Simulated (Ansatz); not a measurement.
System: bcc Ca (high-temperature phase). Method: PBEsol in Ansatz (plane waves, PAW).

Run with plane-wave cutoff 520 eV, 18×18×18 k mesh, Fermi–Dirac smearing 0.05 eV, scalar-relativistic PAW data made under PBE.

Pressure at four volumes; x = ln(V/40.359 Å³). One pressure is withheld.

```csv
V (Å³/atom),x,P (GPa)
38.745,-0.0408,?
39.552,-0.0202,0.357
40.359,0.0000,0.012
41.974,0.0392,-0.606
```

### Question
Pass a parabola P(x) through the three rows shown, estimate the bulk modulus and its pressure derivative near zero pressure, and predict the withheld pressure.

### Answer
Slopes between the rows: (0.012 − (0.357))/(0.0000 − (-0.0202)) = -17.08 and (-0.606 − (0.012))/(0.0392 − (0.0000)) = -15.77 GPa. Their difference over the span 0.0594 is c = 1.31/0.0594 = 22.1 GPa, so P(x) = 0.357 + (-17.08)(x − (-0.0202)) + 22.1 (x − (-0.0202))(x − (0.0000)). At the middle row B = −dP/dx = −[-17.08 + 22.1 × 0.0202] = 16.6 GPa, and B′ = dB/dP = 2c/B = 2.7. At x = -0.0408 the parabola gives 0.727 GPa; the run gives 0.729 GPa. The Birch–Murnaghan fit to the energies at all volumes has B0 = 16.6 GPa and B′ = 2.7.

Note: symmetry holds this phase in the static calculation, where it need not be a minimum.

Ansatz is a program for electronic structure.
